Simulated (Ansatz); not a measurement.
# What Ti interstitial (started 2.50 Å from the nearest host atom), symmetric start does to TiTe2

Take a 9-atom supercell of TiTe2 in the CdI2 type structure (space group P-3m1, No. 164; a = 3.618 Å, c = 6.225 Å; layered, stacked along the Cartesian z axis) at its relaxed geometry as the base.

The change: a neutral Ti interstitial (started 2.50 Å from the nearest host atom), symmetric start, atoms relaxed at fixed cell.

Computed with PBEsol-D3(BJ) (Ansatz, a first-principles code, PAW, scalar-relativistic without spin-orbit coupling). Settings: 7×7×7 k-points, 0.05 eV Fermi–Dirac smearing.

The pressure goes from zero to 5.4 GPa and the largest displacement of a host atom from its site in the perfect cell amounts to 0.14 Å. The final site of the added atom comes out as 6 Te at 2.63 Å and 2 Ti at 2.98 Å.

The cell is small, so the values are those of an ordered compound at a high defect concentration; dilute-limit values will differ. The defect started on the symmetric site and kept its symmetry, so it may sit on a saddle. The final runs are not spin-polarised. The defect cell is not spin-polarised.
